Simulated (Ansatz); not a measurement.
Here is the system:

End structure of the (000-1) surface of wurtzite ZnO, from a spin-polarised start, O-terminated, 2x2 with 2 OH on 4 top atoms (bottom of the slab: 2 H on 4 bottom sites):

```xyz
46
Lattice="6.5590 0.0000 0.0000 -3.2795 5.6802 0.0000 0.0000 0.0000 31.0000" Properties=species:S:1:pos:R:3 pbc="T T T"
Zn     1.6942     0.9152     9.4290
Zn     4.9004     0.9575    10.0379
Zn    -0.0189     3.7976    10.0383
Zn     3.3339     3.7553     9.4290
O      0.0173     1.8833    10.3524
O      3.2656     1.9013    10.3878
O     -1.6537     4.7415    10.3878
O      1.6570     4.7235    10.3524
Zn     0.0000     1.8934    12.3780
Zn     3.2795     1.8934    12.3780
Zn    -1.6397     4.7335    12.3780
Zn     1.6397     4.7335    12.3780
O      1.6397     0.9467    13.0182
O      4.9192     0.9467    13.0182
O      0.0000     3.7868    13.0182
O      3.2795     3.7868    13.0182
Zn     1.6414     0.9438    15.0068
Zn     4.9202     0.9442    15.0219
Zn    -0.0011     3.7880    15.0281
Zn     3.2791     3.7876    15.0124
O      0.0012     1.8893    15.6713
O      3.2810     1.8891    15.6715
O     -1.6404     4.7360    15.6730
O      1.6389     4.7360    15.6727
Zn     0.0043     1.8989    17.6636
Zn     3.2826     1.8997    17.6620
Zn    -1.6445     4.7248    17.6723
Zn     1.6362     4.7242    17.6740
O      1.6441     0.9575    18.3527
O      4.9235     0.9576    18.3518
O     -0.0041     3.7780    18.3002
O      3.2756     3.7779    18.3013
Zn     1.6560     0.7796    20.3299
Zn     4.9352     0.7799    20.3291
Zn    -0.0222     3.9076    20.3251
Zn     3.2576     3.9076    20.3260
O      0.0213     1.8874    20.9598
O      3.3010     1.8875    20.9601
O     -1.6594     4.6689    20.9329
O      1.6197     4.6691    20.9319
H      1.6449     0.9436     7.8856
H      3.2846     3.7839     7.8857
O     -0.0664     1.9222    22.4435
H      0.7806     2.3663    22.6693
O      3.2143     1.9220    22.4439
H      4.0623     2.3644    22.6693
```

Slab: 46 atoms, 14.7 Å thick at the start with caps and adatoms; k 4x4x1, smearing 0.025 eV, dipole-corrected; 8 atoms held, the rest relaxed; no symmetry held; spin-polarised from one start with parallel moments (other orders not tried), no spin-orbit, no U. The starting moment vanished. It is one candidate, not shown to be the stable structure of the face.

Q: Predict the gap of the slab on its k-mesh from PBE (Ansatz, an electronic-structure program).

A: 0.55 eV

Q: Estimate the highest filled level below the top vacuum level that PBE returns for this input.

A: 5.08 eV
